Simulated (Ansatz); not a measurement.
Start from ZnS in the zinc blende structure (space group F-43m, No. 216; a = 5.297 Å). Axes: x, y, z lie along the cube axes.

It is then changed as follows: a pure shear with ε_xy = ε_yx = 0.0143; the atoms relax in the strained cell.

Method: Ansatz (an electronic-structure program), LDA, PAW, cutoff 420 eV, spin-orbit coupling left out.

### Question
Give the band edges at the high-symmetry points of the new zone, measured from its valence-band maximum.

### Answer
```json
[
 {"point": "Γ", "valence edge (eV)": "0.00", "conduction edge (eV)": "2.03"},
 {"point": "X", "valence edge (eV)": "-2.39", "conduction edge (eV)": "2.90"},
 {"point": "F₂", "valence edge (eV)": "-2.21", "conduction edge (eV)": "3.59"},
 {"point": "Σ₀", "valence edge (eV)": "-2.21", "conduction edge (eV)": "3.59"},
 {"point": "Y₀", "valence edge (eV)": "-1.98", "conduction edge (eV)": "3.96"},
 {"point": "U₀", "valence edge (eV)": "-1.98", "conduction edge (eV)": "3.96"},
 {"point": "R", "valence edge (eV)": "-1.05", "conduction edge (eV)": "3.00"},
 {"point": "W", "valence edge (eV)": "-3.09", "conduction edge (eV)": "5.42"},
 {"point": "S", "valence edge (eV)": "-0.94", "conduction edge (eV)": "3.24"},
 {"point": "T", "valence edge (eV)": "-2.55", "conduction edge (eV)": "2.97"}
]
```

The gap is 2.03 eV, direct at Γ.

Stability against distortions was not tested. Labels are those of the standard path for the cell's own space group.
